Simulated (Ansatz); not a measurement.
Take Hf in the hcp (Mg type) structure (space group P6_3/mmc, No. 194; a = 3.198 Å, c = 5.049 Å; relaxed with 0.1 eV smearing) as the base. Axes: x lies along a and z along c of the hexagonal cell.

Structures relaxed with r2SCAN (Ansatz, a program for electronic structure), spin-orbit coupling left out, earlier PAW set.

Base:

Simulated powder pattern, Cu Kα1, λ = 1.54056 Å (kinematic, ideal powder, no thermal factors, no anomalous dispersion; the 14 strongest lines at most, above 2 %, up to 2θ = 90°):

| 2θ (°) | I/Imax (%) | hkl |
|---|---|---|
| 32.29 | 24 | (100) |
| 35.53 | 25 | (002) |
| 36.99 | 100 | (101) |
| 48.77 | 16 | (102) |
| 57.59 | 19 | (110) |
| 64.76 | 20 | (103) |
| 67.59 | 3.0 | (200) |
| 69.53 | 22 | (112) |
| 70.45 | 16 | (201) |
| 75.22 | 2.9 | (004) |
| 78.75 | 3.9 | (202) |
| 84.23 | 3.4 | (104) |

Modification: tensile biaxial strain of 3.34 % in the plane normal to [001], as in epitaxy on a mismatched substrate; the out-of-plane cell vector and the atoms relax.

Where do the lines fall after the change?


Simulated powder pattern, Cu Kα1, λ = 1.54056 Å (kinematic, ideal powder, no thermal factors, no anomalous dispersion; the 14 strongest lines at most, above 2 %, up to 2θ = 90°):

```json
[
 {"2θ (°)": "31.22", "I/Imax (%)": "24", "hkl": "(100)"},
 {"2θ (°)": "36.24", "I/Imax (%)": "100", "hkl": "(101)"},
 {"2θ (°)": "36.32", "I/Imax (%)": "22", "hkl": "(002)"},
 {"2θ (°)": "48.63", "I/Imax (%)": "15", "hkl": "(102)"},
 {"2θ (°)": "55.57", "I/Imax (%)": "20", "hkl": "(110)"},
 {"2θ (°)": "65.13", "I/Imax (%)": "3.1", "hkl": "(200)"},
 {"2θ (°)": "65.28", "I/Imax (%)": "19", "hkl": "(103)"},
 {"2θ (°)": "68.16", "I/Imax (%)": "16", "hkl": "(201)"},
 {"2θ (°)": "68.21", "I/Imax (%)": "22", "hkl": "(112)"},
 {"2θ (°)": "76.92", "I/Imax (%)": "3.9", "hkl": "(202)"},
 {"2θ (°)": "77.11", "I/Imax (%)": "2.6", "hkl": "(004)"},
 {"2θ (°)": "85.51", "I/Imax (%)": "3.1", "hkl": "(104)"}
]
```

The indices refer to the base's conventional cell; one index is shown for lines that coincide.

Whether these cells are dynamically stable was not tested. The final runs are not spin-polarised.
